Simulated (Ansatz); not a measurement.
The reference is CdS in the zinc blende structure (space group F-43m, No. 216; a = 5.824 Å). Axes: x, y, z lie along the cube axes.

Modification: the cell is compressed by 2.10 % along y with no lateral relaxation, atoms relaxed at fixed cell.

Levels (all Ansatz, a program for electronic structure, PAW): PBEsol (420 eV, spin-orbit coupling left out); PBEsol+SOC (420 eV, with spin-orbit coupling).

The geometry is relaxed with PBEsol.

| Property | Result |
|---|---|
| PBEsol valence-band top at Γ | 0.00, -0.06, -0.06 eV |
| PBEsol electron mass | 0.12 mₑ (at Γ) |
| PBEsol band gap | 1.01 eV |

Q: How does going to PBEsol+SOC change the valence-band top at Γ, electron mass and band gap?

A: The valence-band top at Γ (three highest Kramers pairs, from the VBM) goes from 0.00, -0.06, -0.06 eV to 0.00, -0.05, -0.09 eV; the electron mass stays 0.12 mₑ (at Γ); the band gap stays 1.01 eV.

Single points use the geometry relaxed with PBEsol. The spin-orbit shifts are approximate. The cells carry an imposed strain or load. Masses are band curvatures over ±0.01 Å⁻¹ around the edge. Stability against distortions was not tested.
